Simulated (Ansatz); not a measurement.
**Ti3Al: isotropic strain −0.60 %**

Take Ti$_{3}$Al (space group P6_3/mmc, No. 194; a = 5.688 Å, c = 4.608 Å) as the base.

Perturbation: the cell is scaled by 0.9940 in all directions; the atoms relax in the strained cell.

The values are results of Kohn–Sham DFT with the PBEsol functional, run in Ansatz (an electronic-structure program) with PAW and 420 eV plane waves, scalar-relativistic without spin-orbit coupling, not measurements. Settings: 10×10×10 k-points, 0.05 eV Fermi–Dirac smearing.

The volume per atom decreases by 0.29 Å³ to 15.85 Å³ and the space group remains P6_3/mmc (No. 194). The shortest interatomic distance drops by 0.0168 Å, from 2.792 Å to 2.776 Å and the energy increases by 2.0 meV/atom. The pressure (mean of the normal stresses, compression positive) goes from zero to 2.3 GPa and the band gap is still zero.

Stability against distortions was not tested. All final runs are without spin polarisation.
